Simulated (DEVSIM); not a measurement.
Device: Si n-i-p diode, at 300 K.

```tsv
layer (left to right)	material	thickness (μm)	Nd (cm⁻³)	Na (cm⁻³)	τn (s)	τp (s)
1	Si	1.50	4.1e17	-	3.4e-6	3.4e-6
2	Si	16.0	-	3.4e11	3.4e-6	3.4e-6
3	Si	1.20	-	2.1e18	3.4e-6	3.4e-6
```

Left contact: ohmic. Right contact: ohmic. Voltage is applied to the left contact. Recombination: SRH at mid-gap, radiative. Mobility is μmin + (μ − μmin)/(1 + (N/Nref)^α).

Constants are typed, rounded textbook-type inputs, not results; the design itself was drawn at random and stands for no fabricated device. Values at 300 K.

```tsv
parameter	Si
gap (eV)	1.124
affinity (eV)	4.05
permittivity	11.7
Nc (cm⁻³)	2.86e19
Nv (cm⁻³)	3.1e19
μn (cm²/Vs)	1417
μp (cm²/Vs)	470
μn,min	52
μp,min	45
Nref,n	9.7e16
Nref,p	2.2e17
αn	0.68
αp	0.72
B (cm³/s)	4.7e-15
```

Simulated with DEVSIM: 1D drift-diffusion, Boltzmann statistics, complete ionisation; no tunnelling, impact ionisation, image-force lowering or self-heating.

The thickness of layer 3 was swept, all else fixed.

```tsv
thickness of layer 3 (μm)	dark forward voltage at 100 A/cm² (V)	dark forward voltage at 1 A/cm² (V)
0.24	0.812	0.677
0.42	0.819	0.683
0.72	0.825	0.687
1.2	0.830	0.690
2	0.833	0.692
3.6	0.837	0.693
6	0.839	0.694
```

From the first row to the last the dark forward voltage at 100 A/cm² goes from 0.812 to 0.839. From the first row to the last the dark forward voltage at 1 A/cm² goes from 0.677 to 0.694.
